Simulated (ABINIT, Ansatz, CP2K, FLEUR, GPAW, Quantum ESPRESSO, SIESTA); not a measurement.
# One structure in several programs: NiS2 (P2_1, 6 atoms in the cell)

Self-consistent single point.

```
CELL_PARAMETERS angstrom
      4.07766     0.00000     0.00000
      0.00000     5.20147     0.00000
     -2.01029     0.00000     4.88022
ATOMIC_POSITIONS crystal
  Ni 0.75106 0.83360 0.74947
  Ni 0.24894 0.33360 0.25053
  S  0.26741 0.95001 0.41712
  S  0.73259 0.45001 0.58288
  S  0.76670 0.21643 0.91754
  S  0.23330 0.71643 0.08246
```

All programs got the same cell, k-point mesh and kind of occupations (in Ansatz's words: kpoints.mp_grid.grid = 6 5 5; scf.occupations.method = fermi_dirac; scf.occupations.width = 0.02 eV); potentials, basis and cutoffs are each program's usual ones.

```json
[
 {"code": "GPAW", "model": "PBEsol, GPAW PAW datasets PBEsol (made by gpaw-setup)", "pressure (GPa)": "-0.66", "largest force (eV/Å)": "0.317", "gap on the mesh (eV)": "0.148", "k-points": "48", "cutoff": "850 eV"},
 {"code": "ABINIT", "model": "PBEsol, PAW (JTH v2.0 PBE PAW, files made for PBE)", "pressure (GPa)": "-3.97", "largest force (eV/Å)": "0.267", "gap on the mesh (eV)": "0.144", "k-points": "48", "cutoff": "60 Ry"},
 {"code": "CP2K", "model": "PBEsol, GPW, DZVP-MOLOPT-SR-GTH basis, GTH-PBE potentials (GTH_POTENTIALS)", "pressure (GPa)": "-0.29", "largest force (eV/Å)": "0.371", "gap on the mesh (eV)": "–", "k-points": "76", "cutoff": "grid 600 Ry"},
 {"code": "FLEUR", "model": "PBEsol, all-electron FLAPW (FLEUR), scalar-relativistic valence", "pressure (GPa)": "–", "largest force (eV/Å)": "0.315", "gap on the mesh (eV)": "0.132", "k-points": "48", "cutoff": "Kmax 4.3 1/bohr"},
 {"code": "Ansatz", "model": "PBEsol, default PAW files made with PBE", "pressure (GPa)": "-1.38", "largest force (eV/Å)": "0.311", "gap on the mesh (eV)": "0.133", "k-points": "48", "cutoff": "default"},
 {"code": "SIESTA", "model": "GGA PBEsol, numerical atomic orbitals TZP, PseudoDojo PBEsol standard norm-conserving potentials (rewritten from UPF to PSML)", "pressure (GPa)": "-3.68", "largest force (eV/Å)": "0.696", "gap on the mesh (eV)": "–", "k-points": "78", "cutoff": "grid 400 Ry"},
 {"code": "Quantum ESPRESSO", "model": "PBEsol, PSlibrary ultrasoft (PBE) pseudopotentials", "pressure (GPa)": "-1.01", "largest force (eV/Å)": "0.381", "gap on the mesh (eV)": "0.196", "k-points": "48", "cutoff": "50 Ry"}
]
```

Size of the force on each atom (eV/Å): Sizes of forces hide their directions.

```csv
code,Ni1,Ni2,S3,S4,S5,S6
GPAW,0.019,0.019,0.317,0.317,0.299,0.299
ABINIT,0.017,0.017,0.267,0.267,0.252,0.252
CP2K,0.025,0.025,0.371,0.371,0.352,0.352
FLEUR,0.020,0.020,0.315,0.315,0.300,0.300
Ansatz,0.020,0.020,0.311,0.311,0.296,0.296
SIESTA,0.016,0.016,0.696,0.696,0.681,0.681
Quantum ESPRESSO,0.019,0.019,0.381,0.381,0.364,0.364
```

A dash marks a value that a program does not give, or that is left out as unsure.

No gap is tabulated for CP2K and SIESTA: it is not read from that output, or partly filled or unconverged empty levels leave it unsure.

Gaps are read on the mesh.

The spread over the programs that give each value: pressure within 3.68 GPa; largest force within 0.429 eV/Å; gap on the mesh within 0.064 eV.

The starting cell comes from a database of computed structures (which also holds hypothetical and non-ambient phases and stackings), without a prior relaxation at this level. On Ansatz's run: Spin polarisation is off, so a magnetic state, if there is one, cannot be reached.

Problem. Why do the programs differ, and what cannot be compared?

Solution. Differences of this kind can come from the potentials, where these differ, and from what each basis and cutoff leave unconverged. The valence holds different numbers of electrons (GPAW 56, ABINIT 60, CP2K 60, FLEUR 56, Ansatz (a quantum-chemistry and plane-wave program) 60, SIESTA 60, Quantum ESPRESSO 44). The zero of total energies and Fermi levels follows the potentials and each program's conventions, so they are not compared here. CP2K and SIESTA use small atom-centred bases, whose incompleteness enters pressures, forces and empty levels differently from a plane-wave cutoff. FLEUR treats all electrons, but the usual bases taken here (sphere radii, linearisation, local orbitals, empty states) were not tested for convergence, so the values are no reference for the others. Ansatz's pressure is given at a fixed set of plane waves, as the other plane-wave codes print theirs. The programs reduce the same mesh by symmetry to different extents, which changes the work and not the result. In the pressure, ABINIT (by 2.77) and SIESTA (by 2.48) lie more than 1 GPa from the median of the plane-wave programs. In the force vectors, CP2K (by 0.141) and SIESTA (by 0.387) lie more than 0.08 eV/Å from the median of the plane-wave programs.

Keys are those of Ansatz 0.2.
